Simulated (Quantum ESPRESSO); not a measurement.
Several settings converged on TiTc (P4mm, 2 atoms in the cell)

```xyz
2
Lattice="3.1038 0.0000 0.0000 0.0000 3.1038 0.0000 0.0000 0.0000 3.1038" Properties=species:S:1:pos:R:3 pbc="T T T"
Ti     1.5519     1.5519     1.6019
Tc     0.0000     0.0000     0.0000
```

Base method: PBEsol, GBRV 1.5 ultrasoft (PBESOL) pseudopotentials (plane waves; Quantum ESPRESSO).

Base settings: ecutwfc = 50 Ry; ecutrho = 400 Ry; occupations = smearing; smearing = fermi-dirac; degauss = 0.0073499 Ry; potentials = {Ti: ti_pbesol_v1.4.uspp.F.UPF, Tc: tc_pbesol_v1.uspp.F.UPF}; K_POINTS = automatic 4 4 4 0 0 0; conv_thr = 1e-10 Ry; mixing_beta = 0.4.

The count of work is k-points × plane waves × bands × iterations; it is no time. Core times come from one kind of shared machine, to one figure; runs under 30 s give none.

**The cutoff for other potential files**

Level: DFT, PBEsol, plane waves, SSSP 1.1.2 efficiency (PBE) pseudopotentials.

In this ladder: pseudopotentials = {Ti: ti_pbe_v1.4.uspp.F.UPF, Tc: Tc_ONCV_PBE-1.0.oncvpsp.upf}; input_dft = pbesol. Moved along: ecutrho.

The second cell is the first with its lattice scaled by 0.98.

The mesh stays at the base's, so the ladder's end is converged at best in this setting alone.

Only quantities that move along the ladder and can be compared are tabulated.

| ecutwfc | free energy less the last step's (meV/atom) | energy of the compressed cell less the first (meV/atom) | pressure (GPa) | largest difference of a force vector from the last step's (eV/Å) | count of work / last |
|---|---|---|---|---|---|
| 27 Ry | 81.94 | -1.32 | -15.69 | 0.008 | 0.12 |
| 33 Ry | 9.63 | -7.98 | -7.74 | 0.000 | 0.15 |
| 42 Ry | 7.24 | -8.11 | -7.57 | 0.000 | 0.20 |
| 51 Ry | 6.29 | -8.15 | -7.63 | 0.000 | 0.28 |
| 60 Ry | 4.32 | -8.19 | -7.64 | 0.000 | 0.36 |
| 72 Ry | 2.64 | -8.22 | -7.64 | 0.000 | 0.43 |
| 90 Ry | 0.59 | -8.24 | -7.60 | 0.000 | 0.61 |
| 120 Ry | 0.00 | -8.25 | -7.59 | 0.000 | 1.0 |

Coarsest ecutwfc that holds the free energy within 2 meV/atom of the last step, with all finer ones: 90 Ry; the step before is off by 2.6 meV/atom.

Coarsest ecutwfc that holds the energy of the compressed cell less the first within 2 meV/atom of the last step, with all finer ones: 33 Ry, at 0.15 of the last step's count of work; the step before is off by 6.9 meV/atom.

Coarsest ecutwfc that holds the forces within 0.005 eV/Å of the last step, with all finer ones: 33 Ry, at 0.15 of the last step's count of work; the step before is off by 0.008 eV/Å.

The energy difference between the two cells stays within 1 meV/atom of the last step's from 33 Ry on, the total only from 90 Ry on: much of the error is common to both cells and cancels.

At the lowest cutoff the pressure lies 8.1 GPa under the last step's, the usual sign of Pulay stress in an incomplete plane-wave basis.

**The density cutoff**

The second cell is the first with its lattice scaled by 0.98.

The mesh stays at the base's, so the ladder's end is converged at best in this setting alone.

Only quantities that move along the ladder and can be compared are tabulated.

```csv
ecutrho,free energy less the last step's (meV/atom),energy of the compressed cell less the first (meV/atom),pressure (GPa)
100 Ry,-32.83,-10.15,-6.19
150 Ry,0.13,-8.39,-7.80
200 Ry,0.12,-8.45,-7.84
250 Ry,0.14,-8.49,-7.85
300 Ry,0.11,-8.49,-7.86
400 Ry,-0.02,-8.48,-7.84
500 Ry,-0.05,-8.48,-7.86
600 Ry,0.00,-8.49,-7.85
800 Ry,0.00,-8.49,-7.85
```

Coarsest ecutrho that holds the pressure within 1 GPa of the last step, with all finer ones: 150 Ry; the step before is off by 1.7 GPa.

Coarsest ecutrho that holds the free energy within 1 meV/atom of the last step, with all finer ones: 150 Ry; the step before is off by 33 meV/atom.

Coarsest ecutrho that holds the energy of the compressed cell less the first within 1 meV/atom of the last step, with all finer ones: 150 Ry; the step before is off by 1.7 meV/atom.

**The relaxed cell against the cutoff**

On TiTc (Pm-3m, 2 atoms in the cell): atoms on their sites.

In this ladder: calculation = vc-relax; tprnfor = default; tstress = default. Moved along: ecutrho.

The mesh stays at the base's, so the ladder's end is converged at best in this setting alone.

Only quantities that move along the ladder and can be compared are tabulated.

| ecutwfc | relaxed volume (Å³/atom) | relaxation steps | core time / last (rough) |
|---|---|---|---|
| 25 Ry | 14.089 | 3 | – |
| 30 Ry | 14.323 | 2 | 0.3 |
| 35 Ry | 14.349 | 2 | – |
| 42 Ry | 14.377 | 2 | 0.3 |
| 50 Ry | 14.361 | 2 | 0.3 |
| 60 Ry | 14.371 | 2 | 0.6 |
| 75 Ry | 14.368 | 2 | 0.7 |
| 100 Ry | 14.375 | 2 | 1 |

Coarsest ecutwfc that holds the relaxed volume within 0.072 Å³/atom of the last step, with all finer ones: 30 Ry, at about 0.3 of the last step's time; the step before is off by 0.29 Å³/atom.

At the lowest cutoff the cell relaxes to a volume 2.0 % smaller than at the highest.

On the base run: the starting cell comes from a database of computed structures (which also holds hypothetical and non-ambient phases and stackings), without a prior relaxation at this level. Its lattice was rescaled by up to half a per cent. One atom was moved a little off its site on purpose. Spin polarisation is off. Without a gap this mesh is coarse (it stands for a supercell whose shortest vector is 12 Å).
